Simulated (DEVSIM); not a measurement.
Device: Schottky contact on n-type GaP, at 350 K.

```
layer (left to right)  material  thickness (μm)  Nd (cm⁻³)  τn (s)  τp (s)
---------------------  --------  --------------  ---------  ------  ------
1                           GaP            1.70     1.4e15    4e-7    4e-7
2                           GaP            1.90     2.5e18    4e-7    4e-7
```

Left contact: Schottky, work function 5.28 eV, emission velocity 2.3e6 cm/s. Right contact: ohmic. Voltage is applied to the left contact. Recombination: SRH at mid-gap, Auger. Mobility is constant in doping.

Constants are typed, rounded textbook-type inputs, not results; the design itself was drawn at random and stands for no fabricated device. Values at 300 K; Nc and Nv go as T^1.5, mobilities as T to minus their exponent, the gap by Varshni's rule with the affinity fixed.

```tsv
parameter	GaP
gap (eV)	2.26
affinity (eV)	3.8
permittivity	11.1
Nc (cm⁻³)	1.8e19
Nv (cm⁻³)	1.9e19
μn (cm²/Vs)	250
μp (cm²/Vs)	150
T exponent of μn	1.6
T exponent of μp	1.98
Cn (cm⁶/s)	1e-30
Cp (cm⁶/s)	1e-30
Varshni α (eV/K)	0.00058
Varshni β (K)	372
```

DEVSIM, 1D drift-diffusion, Boltzmann statistics, complete ionisation; no tunnelling, impact ionisation, image-force lowering or self-heating. Metal contacts follow the ideal Schottky-Mott rule: no Fermi-level pinning, no interface dipoles.

The metal work function was swept, all else fixed.

```csv
metal work function (eV),dark forward voltage at 1 A/cm² (V),potential step across the device at zero bias (V),dark forward voltage at 100 A/cm² (V)
5.13,0.884,1.263,1.362
5.18,0.934,1.313,1.412
5.23,0.984,1.363,1.462
5.28,1.034,1.413,1.512
5.33,1.084,1.463,1.562
5.38,1.134,1.513,1.612
5.43,1.184,1.563,1.660
5.48,1.234,1.613,1.703
```

From the first row to the last the dark forward voltage at 1 A/cm² goes from 0.884 to 1.234. From the first row to the last the potential step across the device at zero bias goes from 1.263 to 1.613.
